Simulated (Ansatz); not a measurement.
# Pd, pressure series

The reference is Pd in the fcc (Cu type) structure (space group Fm-3m, No. 225).

```
Pd
1.0
    0.00000     1.97138     1.97138
    1.97138     0.00000     1.97138
    1.97138     1.97138     0.00000
Pd
1
Cartesian
  0.00000   0.00000   0.00000
```

Cell and atoms are relaxed at each pressure.

All numbers come from Kohn–Sham DFT with the PBE functional, run in Ansatz (a quantum-chemistry and plane-wave program) with PAW and 420 eV plane waves, without spin-orbit coupling.

Notes on the quantities. enthalpy: H = E + PV relative to the base's energy.

```tsv
case	lattice parameter a	enthalpy
base	3.943 Å	–
pressure −2 GPa	3.959 Å	-0.19 eV/atom
pressure −1 GPa	3.951 Å	-0.10 eV/atom
pressure 3 GPa	3.920 Å	+0.28 eV/atom
pressure 7 GPa	3.894 Å	+0.66 eV/atom
pressure 15 GPa	3.848 Å	+1.38 eV/atom
pressure 30 GPa	3.780 Å	+2.68 eV/atom
pressure 50 GPa	3.711 Å	+4.31 eV/atom
pressure 75 GPa	3.645 Å	+6.25 eV/atom
pressure 100 GPa	3.592 Å	+8.10 eV/atom
```

Load acts through the strain it causes; cell and atoms are relaxed under it. Stability against distortions was not tested. Competing high-pressure phases were not computed. The final runs are not spin-polarised.
